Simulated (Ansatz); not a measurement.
The reference is MgS in the rock salt structure (space group Fm-3m, No. 225; a = 5.203 Å). Axes: x, y, z lie along the cube axes.

Level of theory: r2SCAN (Ansatz, a program for electronic structure, PAW, no spin-orbit coupling).

Now apply this change: uniaxial stress, 8 GPa tension along z; all other stress components relax to zero.

**Question.** What happens to the strain response?

**Answer.** The strain response (xx, yy, zz) amounts to (−2.15, −2.15, +12.57) %.

**Question.** Predict the new energy relative to the base.

**Answer.** The energy goes up by 69 meV/atom.

**Question.** Estimate the effect on the hole mass.

**Answer.** The hole mass comes out as 0.22 mₑ along z, 1.4 mₑ across (at Γ).

The levels and masses belong to the bands next to the band gap. Effective masses come from finite differences of ±0.01 Å⁻¹. Stability under load was not tested beyond the relaxation.
